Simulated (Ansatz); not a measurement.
ZrO$_{2}$ (space group P4_2/nmc, No. 137)

Space group P4₂/nmc, origin choice 1 (No. 137); a = 3.6208 Å, b = 3.6208 Å, c = 5.2843 Å, α = 90.00°, β = 90.00°, γ = 90.00°

```tsv
atom	site	symmetry	x	y	z
Zr	2a	-4m2	0.0000	0.0000	0.0000
O	4d	2mm.	0.0000	0.5000	0.1925
```

All numbers come from PBE/PAW in Ansatz (a first-principles code), spin-orbit coupling left out, earlier PAW set. Settings: 9×9×6 k-points, 0.05 eV Fermi–Dirac smearing.

| Item | Value |
|---|---|
| Volume per atom | 11.55 Å³ |
| Density | 5.91 g/cm³ |
| Band gap | 4.04 eV, indirect, k = (0.222, 0.222, 0) in the run's primitive reciprocal basis → Γ |
| Electron mass | 2.3 mₑ along c, 0.61 mₑ across |
| Total energy | -1774.653 eV/atom (σ→0; compares only within this code and set-up) |

Masses are band curvatures over ±0.01 Å⁻¹ around the edge. Whether these cells are dynamically stable was not tested. This is not the structure that ZrO2 has at room temperature and ambient pressure.
